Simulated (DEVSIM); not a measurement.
abrupt GaAs n-p junction

System: abrupt GaAs n-p junction, at 250 K.

```
layer (left to right)  material  thickness (μm)  Nd (cm⁻³)  Na (cm⁻³)  τn (s)  τp (s)
---------------------  --------  --------------  ---------  ---------  ------  ------
1                          GaAs            2.60     2.3e15          -  1.7e-9  1.7e-9
2                          GaAs             280          -     2.7e15  1.7e-9  1.7e-9
```

Left contact: ohmic. Right contact: ohmic. Voltage is applied to the left contact. Recombination: SRH at mid-gap, radiative, Auger. Mobility is μmin + (μ − μmin)/(1 + (N/Nref)^α).

The device is made up for the run: typed textbook-type constants, with dimensions and the other settings drawn at random. Values at 300 K; Nc and Nv go as T^1.5, mobilities as T to minus their exponent, the gap by Varshni's rule with the affinity fixed.

| parameter | GaAs |
|---|---|
| gap (eV) | 1.424 |
| affinity (eV) | 4.07 |
| permittivity | 12.9 |
| Nc (cm⁻³) | 4.7e17 |
| Nv (cm⁻³) | 9e18 |
| μn (cm²/Vs) | 8500 |
| μp (cm²/Vs) | 400 |
| μn,min | 500 |
| μp,min | 20 |
| Nref,n | 6e16 |
| Nref,p | 1.5e17 |
| αn | 0.39 |
| αp | 0.38 |
| T exponent of μn | 2.1 |
| T exponent of μp | 2.2 |
| B (cm³/s) | 2e-10 |
| Cn (cm⁶/s) | 1e-30 |
| Cp (cm⁶/s) | 1e-30 |
| Varshni α (eV/K) | 0.000541 |
| Varshni β (K) | 204 |

Simulated with DEVSIM: 1D drift-diffusion, Boltzmann statistics, complete ionisation; no tunnelling, impact ionisation, image-force lowering or self-heating.

```
Item                                                Value
---------------------------------------------  ----------
Potential step across the device at zero bias     1.169 V
Largest field in the device at zero bias       20000 V/cm
Dark forward voltage at 1 A/cm²                   1.185 V
```

Dark forward current:

```csv
V (V),J (A/cm²)
-0.05,-1.7e-12
-0.15,-2.4e-11
-0.25,-2.6e-10
-0.35,-2.9e-9
-0.45,-3.1e-8
-0.55,-3.5e-7
-0.65,-3.9e-6
-0.75,-4.7e-5
-0.85,-0.00063
-0.95,-0.014
-1.00,-0.068
-1.10,-0.48
-1.20,-1.1
-1.30,-1.8
-1.40,-2.5
-1.50,-3.3
-1.60,-4.0
-1.70,-4.8
-1.80,-5.5
-1.90,-6.3
```

Small-signal capacitance in reverse bias (quasi-static):

| V (V) | C (nF/cm²) |
|---|---|
| 0.1 | 9.63 |
| 0.25 | 9.09 |
| 0.5 | 8.36 |
| 0.75 | 7.79 |
| 1 | 7.31 |
| 1.5 | 6.58 |
| 2 | 6.03 |
| 2.5 | 5.60 |
| 3.25 | 5.10 |
| 4 | 4.71 |
| 5 | 4.31 |
